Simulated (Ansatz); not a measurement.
Base system: KCl in the rock salt structure (space group Fm-3m, No. 225).

```cif
data_ClK
_chemical_formula_sum 'Cl1 K1'
_space_group_name_H-M_alt 'P 1'
_space_group_IT_number 1
_cell_length_a 4.44934
_cell_length_b 4.44934
_cell_length_c 4.44934
_cell_angle_alpha 60.000
_cell_angle_beta 60.000
_cell_angle_gamma 60.000
loop_
_space_group_symop_operation_xyz
  'x, y, z'
loop_
_atom_site_label
_atom_site_type_symbol
_atom_site_fract_x
_atom_site_fract_y
_atom_site_fract_z
_atom_site_occupancy
Cl1 Cl 0.00000 0.00000 0.00000 1
K1 K 0.50000 0.50000 0.50000 1
```

Computed with Ansatz (a first-principles code) r2SCAN, spin-orbit coupling left out.

Before the change:

| Property | Result |
|---|---|
| Smallest direct gap | 5.83 eV |
| Valley order | Γ 5.83 eV; X along ⟨100⟩ 7.02 eV |
| Electron mass | 0.45 mₑ (at Γ) |

Modification: cell and atoms relaxed at a pressure of 10 GPa.

What happens to the smallest direct gap, valley order and electron mass?

The smallest direct gap grows by 1.016 eV to 6.84 eV; the valley order (the lowest conduction-band minima on the path, energy above the VBM, named in the base's zone) goes from Γ 5.83 eV; X along ⟨100⟩ 7.02 eV to X along ⟨100⟩ 6.59 eV; Γ 6.96 eV; the electron mass goes from 0.45 mₑ (at Γ) to 1.2 mₑ along k, 0.44 mₑ across (at X).

Load acts through the strain it causes; cell and atoms are relaxed under it. Masses are band curvatures over ±0.01 Å⁻¹ around the edge. Along k means along the line from Γ to the band edge. No phonon test of stability was made. No other phases were tried under pressure.
